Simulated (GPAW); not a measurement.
A working GPAW input for Ti2CrSi6 (C222, 9 atoms in the cell) (DFT PBEsol, plane waves, GPAW PAW datasets PBEsol (made by gpaw-setup)):

```python
from ase import Atoms
from ase.units import GPa
from gpaw import GPAW

atoms = Atoms(['Ti', 'Ti', 'Cr', 'Si', 'Si', 'Si', 'Si', 'Si', 'Si'],
              cell=[[2.312840, -4.053355, 0.000000],
                    [2.312840, 4.053355, 0.000000],
                    [0.000000, 0.000000, 6.442670]],
              positions=[[1.156420, -2.026677, 4.286373],
                         [1.156420, 2.026677, 2.156297],
                         [2.312840, 0.000000, 0.000000],
                         [2.312840, 2.714775, 0.000000],
                         [2.312840, -2.714775, 0.000000],
                         [1.116038, 0.637674, 4.336175],
                         [3.509642, -0.637674, 4.336175],
                         [1.116038, -0.637674, 2.106495],
                         [3.509642, 0.637674, 2.106495]],
              pbc=True)

calc = GPAW(mode={'name': 'pw', 'ecut': 800},
            xc='PBEsol',
            kpts=(5, 5, 3),
            occupations={'name': 'methfessel-paxton', 'width': 0.272, 'order': 0},
            nbands=-17,
            convergence={'forces': 0.001},
            symmetry={'symmorphic': False, 'tolerance': 0.0005},
            maxiter=150,
            txt='-')

atoms.calc = calc

energy = atoms.get_potential_energy()
print('Energy (eV):', round(energy, 6))
forces = atoms.get_forces()
print('Forces (eV/Ang):')
print(forces.round(5))
stress = atoms.get_stress()
print('Stress (GPa, Voigt):', (stress / GPa).round(4))
```

The run converged in 23 iterations: free energy E − TS (from the program's reference atoms) -64.0686 eV; Fermi level (on the code's own zero) 10.08 eV; pressure -3.31 GPa; largest force (vector length) 0.098 eV/Å. Each of these slips is then made, one at a time:

(1)
```diff
-calc = GPAW(mode={'name': 'pw', 'ecut': 800},
+calc = GPAW(mode={'name': 'pw', 'ecut': 60},
```

(2)
```diff
-            maxiter=150,
+            maxiter=3,
```

(3)
fractional coordinates typed as Cartesian

Problem. How does each altered input end?

Solution. 
(1) An energy in the wrong unit. The run converged in 23 iterations without an error; against the sound input the free energy rises by 54.2 eV/atom, the pressure goes from -3.31 to -725.5 GPa and the largest force goes from 0.098 to 1.567 eV/Å.

(2) An iteration limit that is too low. The run ended unconverged after 3 iterations, with the message: gpaw.KohnShamConvergenceError: Did not converge! See text output for help..

(3) Fractional and Cartesian coordinates mixed up. The program stopped with an error, with the message: numpy.linalg.LinAlgError: The leading minor of order 27 of B is not positive definite. The factorization of B could not be completed and no eigenvalues or eigenvectors were computed..

The starting cell comes from a database of computed structures (which also holds hypothetical and non-ambient phases and stackings), without a prior relaxation at this level. Spin polarisation is off. In the base run, with a pressure of about -3 GPa the cell is away from its equilibrium volume at this level.

Left out of this page: 4 runs of the series outside the window shown, repeating another row's setting, or not comparable.
